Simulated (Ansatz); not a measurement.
The parent structure is Ga2O3 in the corundum structure (space group R-3c, No. 167; a = 5.058 Å, c = 13.623 Å (hexagonal axes)). Axes: x lies along a and z along c of the hexagonal cell.

Computed with PBE, PAW, 420 eV (Ansatz, a first-principles code; spin-orbit coupling left out).

For the base:

```
Quantity                         Value
-----------------------------  -------
Shortest interatomic distance  1.952 Å
Smallest direct gap            2.63 eV
```

Now apply this change: biaxial strain +1.50 %, plane normal [001], relaxed out of plane (Cartesian); in-plane vectors clamped, the third vector and the atoms free.

Problem. Predict the new energy relative to the base, in-plane stress, shortest interatomic distance and smallest direct gap.

Solution. The energy grows by 5.9 meV/atom; the mean in-plane stress (compression positive) amounts to -6.2 GPa; the shortest interatomic distance goes up by 0.016 Å to 1.968 Å; the smallest direct gap decreases by 0.286 eV (2.63 eV → 2.35 eV).

No phonon test of stability was made.
